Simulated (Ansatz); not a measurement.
Amorphous Ga24O37Na2, 63 atoms at 4.87 g/cm³, one PBE-relaxed geometry, zone centre. Methods: PBE, scalar-relativistic without spin-orbit coupling (Ansatz, an electronic-structure program); r2SCAN, scalar-relativistic without spin-orbit coupling (Ansatz); HSE06, scalar-relativistic without spin-orbit coupling (Ansatz). Plane waves to 420 eV (r2SCAN 500 eV); exact exchange is cut at the cell's faces. At PBE the levels at the filled edge of the gap are localised (band-tail or defect states), and the nearest spread-out levels lie 2.3 eV apart at the zone centre. All rungs ran without spin polarisation.

The cell was made by melting and quenching with the CHGNet potential and then relaxed with DFT. O atoms were pushed apart under 1.9 Å during the dynamics, to hinder bonds among them. The hot cell started wider than the set density and was brought back towards it in steps. It is the lowest in DFT energy of 2 quenches. It is a model cell: composition and starting density were chosen by hand, and all elements were melted together. No dispersion term was used. Its density started from a set value of 4.87 and ended at 4.87 g/cm³. The quench (nominally 330 K/ps over its main leg) was far faster than any real one, so the model tends to hold more defects than a real film. A cell of this size samples the disorder only roughly. The volume was held where the preparation left it and the shape relaxed, at a PBE pressure of 1.4 GPa. Stress components on the final sampling reach 1.5 GPa.

The relaxation ran on the zone centre alone. At PBE the level gap is 1.69 eV on a 2×2×2 Γ-centred mesh, and the spacing at the zone centre alone 1.67 eV.

Task: What zone-centre spacing does r2SCAN give, roughly?

Result: 2.18 eV (+0.51 eV against PBE).

Task: What zone-centre spacing does HSE06 give, roughly?

Result: 3.34 eV (+1.67 eV against PBE).

The highest filled and the lowest empty state spread over these numbers of atoms (participation numbers): PBE: 6.6 and 60.3; r2SCAN: 6.0 and 59.9; HSE06: 6.0 and 59.8.
